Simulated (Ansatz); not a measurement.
Question: Name crystals whose resistivity at 300 K lies between 4.9 and 7.7 μΩ·cm and whose electron-phonon coupling λ lies between 0.35 and 0.55, by PBEsol, DFPT electron-phonon coupling, linearised Boltzmann equation (Ansatz, a first-principles code).

Answer: Many crystals can fit; among those computed here:
- Ru (P6_3/mmc): 6.2 μΩ·cm, 0.44
- AgZn (Pm-3m): 5.4 μΩ·cm, 0.37
- Os (P6_3/mmc): 7.2 μΩ·cm, 0.41
- Pt (Fm-3m): 7.5 μΩ·cm, 0.50
- PtAl$_{2}$ (Fm-3m): 6.8 μΩ·cm, 0.40

Metals; harmonic phonons alone scatter; means over directions. Halving the electron mesh moves these values by up to 7 %; q meshes are mostly untested. Spin-orbit coupling is left out.

Formula and space group known from diffraction (Crystallography Open Database), not checked to be the room-temperature form: AgZn (Pm-3m). The missing spin-orbit coupling matters most for Os (P6_3/mmc), Pt (Fm-3m), PtAl2 (Fm-3m).
